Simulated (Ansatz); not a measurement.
## Several settings converged on AlAu (P4mm, 2 atoms in the cell)

```xyz
2
Lattice="3.2143 0.0000 0.0000 0.0000 3.2143 0.0000 0.0000 0.0000 3.2143" Properties=species:S:1:pos:R:3 pbc="T T T"
Al     0.0000     0.0000     0.0500
Au     1.6071     1.6071     1.6071
```

Base method: LDA (PW92), default PAW files made with PBE (plane waves; Ansatz, a first-principles code).

Base settings: basis.ecutwfc = 420 eV; kpoints.mp_grid.grid = 10 10 10; hamiltonian.xc = lda; hamiltonian.pseudopotentials = {kind: paw} (the program's default PAW files); scf.occupations.method = gaussian; scf.occupations.width = 0.1 eV.

The count of work is k-points × plane waves × bands × iterations; it is no time. 

**The k-point mesh at a smearing width of 0.02 eV**

In this ladder: scf.occupations.width = 0.02 eV.

Only quantities that move along the ladder and can be compared are tabulated.

```csv
kpoints.mp_grid.grid,free energy less the last step's (meV/atom),pressure (GPa),largest difference of a force vector from the last step's (eV/Å),count of work / last
4 4 4,36.35,-9.78,0.002,0.018
5 5 5,21.51,-5.40,0.005,0.015
6 6 6,-13.95,-7.20,0.009,0.034
8 8 8,7.46,-7.26,0.001,0.063
9 9 9,1.25,-7.41,0.003,0.063
11 11 11,0.53,-6.85,0.000,0.11
14 14 14,0.94,-6.66,0.002,0.24
20 20 20,-0.07,-6.94,0.000,0.61
24 24 24,0.00,-6.90,0.000,1.0
```

Coarsest kpoints.mp_grid.grid that holds the free energy within 2 meV/atom of the last step, with all finer ones: 9 9 9, at 0.063 of the last step's count of work; the step before is off by 7.5 meV/atom.

Coarsest kpoints.mp_grid.grid that holds the pressure within 0.2 GPa of the last step, with all finer ones: 20 20 20; the step before is off by 0.23 GPa.

**The width of Fermi-Dirac smearing**

In this ladder: kpoints.mp_grid.grid = 16 16 16; scf.occupations.method = fermi_dirac.

Narrow widths need finer meshes than wide ones, so the last steps can hold mesh noise.

Only quantities that move along the ladder and can be compared are tabulated; pressure and forces are left out, as mesh noise rules them at narrow widths.

| scf.occupations.width | free energy less the last step's (meV/atom) | energy extrapolated to zero width less the last step's (meV/atom) |
|---|---|---|
| 1 eV | -601.43 | 37.37 |
| 0.5 eV | -146.21 | -2.07 |
| 0.3 eV | -52.69 | -1.03 |
| 0.2 eV | -22.91 | -0.27 |
| 0.1 eV | -4.59 | 0.13 |
| 0.05 eV | 0.00 | 0.00 |

Widest scf.occupations.width that holds the energy extrapolated to zero width within 0.5 meV/atom of the last step, with all finer ones: 0.2 eV; the step before is off by 1.0 meV/atom.

Widest scf.occupations.width that holds the free energy within 5 meV/atom: not settled: the last two steps still differ by 4.6 meV/atom, over half the tolerance, so the ladder does not show it.

The extrapolation to zero width removes most of the smearing's effect on the energy.

**The width of cold smearing**

In this ladder: kpoints.mp_grid.grid = 16 16 16; scf.occupations.method = cold.

Narrow widths need finer meshes than wide ones, so the last steps can hold mesh noise.

Only quantities that move along the ladder and can be compared are tabulated; pressure and forces are left out, as mesh noise rules them at narrow widths.

```tsv
scf.occupations.width	free energy less the last step's (meV/atom)
1 eV	-10.17
0.5 eV	-2.24
0.3 eV	-0.37
0.2 eV	0.08
0.1 eV	0.08
0.05 eV	0.00
```

Widest scf.occupations.width that holds the free energy within 2 meV/atom of the last step, with all finer ones: 0.3 eV; the step before is off by 2.2 meV/atom.

On the base run: the starting cell comes from a database of computed structures (which also holds hypothetical and non-ambient phases and stackings), without a prior relaxation at this level. Its lattice was rescaled by up to half a per cent. One atom was moved a little off its site on purpose. In the base run, with a pressure of about -7 GPa the cell is away from its equilibrium volume at this level. Ansatz's pressure includes its estimate of the finite-basis (Pulay) stress.

Left out of this page: 4 runs of the series outside the window shown, repeating another row's setting, or not comparable.

Keys are those of Ansatz 0.2.
